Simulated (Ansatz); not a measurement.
# A computed series for TiO2: response to strain

The parent structure is TiO$_{2}$ in the rutile structure (space group P4_2/mnm, No. 136).

```
TiO2
1.0
    4.64344     0.00000     0.00000
    0.00000     4.64344     0.00000
    0.00000     0.00000     2.96380
Ti O
2 4
Direct
  0.00000   0.00000   0.00000
  0.50000   0.50000   0.50000
  0.30513   0.30513   0.00000
  0.80513   0.19487   0.50000
  0.19487   0.80513   0.50000
  0.69487   0.69487   0.00000
```

Strains are applied to the cell and any free atomic positions relax.

The values are results of PBE (Ansatz, a first-principles code; PAW; 420 eV plane waves; spin-orbit coupling left out), not measurements.

Notes on the quantities. energy relative to the base: free energy F.

```json
[
 {"variant": "base", "electron mass": "0.58 mₑ along c, 1.2 mₑ across (at Γ)", "energy relative to the base": "0 meV/atom", "largest internal atomic displacement": "–", "band gap": "1.86 eV"},
 {"variant": "isotropic strain +0.60 %", "electron mass": "0.59 mₑ along c, 1.2 mₑ across (at Γ)", "energy relative to the base": "+2.2 meV/atom", "largest internal atomic displacement": "–", "band gap": "1.85 eV"},
 {"variant": "isotropic strain +1.20 %", "electron mass": "0.60 mₑ along c, 1.2 mₑ across (at Γ)", "energy relative to the base": "___", "largest internal atomic displacement": "0.011 Å", "band gap": "1.84 eV"},
 {"variant": "isotropic strain +1.80 %", "electron mass": "0.62 mₑ along c, 1.2 mₑ across (at Γ)", "energy relative to the base": "+19 meV/atom", "largest internal atomic displacement": "___", "band gap": "1.83 eV"},
 {"variant": "isotropic strain +3.00 %", "electron mass": "0.65 mₑ along c, 1.2 mₑ across (at Γ)", "energy relative to the base": "+51 meV/atom", "largest internal atomic displacement": "0.030 Å", "band gap": "1.81 eV"}
]
```

Some entries are withheld; estimate them.


- isotropic strain +1.20 %, energy relative to the base: +8.8 meV/atom
- isotropic strain +1.80 %, largest internal atomic displacement: 0.017 Å

Masses are band curvatures over ±0.01 Å⁻¹ around the edge. Whether these cells are dynamically stable was not tested. All final runs are without spin polarisation.
